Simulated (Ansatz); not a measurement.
# Ti: isotropic strain +0.76 %

Consider Ti in the hcp (Mg type) structure (space group P6_3/mmc, No. 194; a = 2.939 Å, c = 4.654 Å; relaxed with 0.1 eV smearing).

One thing is altered: every lattice vector is stretched by 0.76 %; the atoms relax in the strained cell.

Level of theory: PBE/PAW in Ansatz (a first-principles code), spin-orbit coupling left out, earlier PAW set. Γ-centred 23×23×13 mesh, Fermi–Dirac width 0.1 eV.

Volume per atom: 17.81 Å³ (base 17.41 Å³)
Shortest interatomic distance: 2.902 Å (base 2.880 Å)
Energy relative to the base (free energy F): +3.1 meV/atom
Pressure (mean of the normal stresses, compression positive): -2.4 GPa (base 0.0 GPa)
Band gap: zero (base zero)

No phonon test of stability was made. All final runs are without spin polarisation.
